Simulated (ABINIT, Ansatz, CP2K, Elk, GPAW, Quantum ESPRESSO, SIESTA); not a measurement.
## InSe (P-6m2, 8 atoms in the cell) computed with different codes at matched settings

Self-consistent single point.

```
InSe
1.0
    4.04733     0.00000     0.00000
   -2.02366     3.50509     0.00000
    0.00000     0.00000    18.05206
In Se
4 4
Cartesian
  0.00000   0.00000  10.42308
  0.00000   0.00000   7.62898
  0.00000   2.33673  16.65501
  0.00000   2.33673   1.39705
  2.02367   1.16836  15.39841
  2.02367   1.16836   2.65365
  0.00000   2.33673  11.68004
  0.00000   2.33673   6.37202
```

All programs got the same cell, k-point mesh and kind of occupations (in Ansatz's words: kpoints.mp_grid.grid = 5 5 1; scf.occupations.method = fermi_dirac; scf.occupations.width = 0.01 eV); potentials, basis and cutoffs are each program's usual ones.

| code | model | pressure (GPa) | largest force (eV/Å) | gap on the mesh (eV) | k-points | cutoff |
|---|---|---|---|---|---|---|
| ABINIT | LDA (PW92), norm-conserving pseudopotentials (PseudoDojo nc-sr-04 LDA standard) | -2.24 | 0.163 | 0.492 | 5 | 43 Ha |
| Quantum ESPRESSO | LDA (PZ), GBRV 1.5 ultrasoft (LDA) pseudopotentials | -2.74 | 0.150 | 0.480 | 5 | 40 Ry |
| Elk | LDA (PW92), all-electron FP-LAPW, Elk's shipped species files, default APW+lo basis | – | – | 0.482 | 7 | rgkmax 7 |
| GPAW | LDA (Perdew-Wang 92), GPAW PAW datasets LDA (gpaw-data 1.0.1) | -2.54 | 0.173 | 0.490 | 5 | 550 eV |
| SIESTA | LDA PW92, numerical atomic orbitals DZP, PseudoDojo LDA standard norm-conserving potentials (rewritten from UPF to PSML) | -1.25 | 0.379 | 0.499 | 13 | grid 300 Ry |
| CP2K | LDA (Pade form), GPW, DZVP-MOLOPT-SR-GTH basis, GTH-PADE potentials (GTH_POTENTIALS) | -1.80 | 0.076 | 0.477 | 13 | grid 500 Ry |
| Ansatz | LDA (PW92), PAW files made with PBE | -2.24 | 0.157 | 0.497 | 5 | 420 eV |

Size of the force on each atom (eV/Å): Sizes of forces hide their directions.

| code | In1 | In2 | In3 | In4 | Se5 | Se6 | Se7 | Se8 |
|---|---|---|---|---|---|---|---|---|
| ABINIT | 0.022 | 0.022 | 0.025 | 0.025 | 0.163 | 0.163 | 0.163 | 0.163 |
| Quantum ESPRESSO | 0.031 | 0.031 | 0.033 | 0.033 | 0.150 | 0.150 | 0.150 | 0.150 |
| GPAW | 0.036 | 0.036 | 0.039 | 0.039 | 0.173 | 0.173 | 0.173 | 0.173 |
| SIESTA | 0.379 | 0.379 | 0.373 | 0.373 | 0.204 | 0.204 | 0.216 | 0.216 |
| CP2K | 0.074 | 0.074 | 0.076 | 0.076 | 0.066 | 0.066 | 0.066 | 0.066 |
| Ansatz | 0.017 | 0.017 | 0.020 | 0.020 | 0.157 | 0.157 | 0.157 | 0.157 |

A dash marks a value that a program does not give, or that is left out as unsure.

Gaps are read on the mesh.

The spread over the programs that give each value: pressure within 1.49 GPa; largest force within 0.303 eV/Å; gap on the mesh within 0.022 eV.

The starting cell comes from a database of computed structures (which also holds hypothetical and non-ambient phases and stackings), without a prior relaxation at this level.

Task: Why do the programs differ, and what cannot be compared?

Result: Differences of this kind can come from the potentials, where these differ, and from what each basis and cutoff leave unconverged. The valence holds different numbers of electrons (ABINIT 116, Quantum ESPRESSO 76, GPAW 76, SIESTA 116, CP2K 76, Ansatz (a program for electronic structure) 116). The zero of total energies and Fermi levels follows the potentials and each program's conventions, so they are not compared here. SIESTA and CP2K use small atom-centred bases, whose incompleteness enters pressures, forces and empty levels differently from a plane-wave cutoff. Elk treats all electrons, but the usual bases taken here (sphere radii, linearisation, local orbitals, empty states) were not tested for convergence, so the values are no reference for the others. Ansatz's pressure is given at a fixed set of plane waves, as the other plane-wave codes print theirs. The same LDA comes in different parametrisations, which differ slightly. The programs reduce the same mesh by symmetry to different extents, which changes the work and not the result. In the pressure, SIESTA (by 1.14) lies more than 1 GPa from the median of the plane-wave programs. In the force vectors, SIESTA (by 0.376) and CP2K (by 0.094) lie more than 0.08 eV/Å from the median of the plane-wave programs.

Left out of this page: FLEUR (with a known weakness of the program).

Keys are those of Ansatz 0.2.
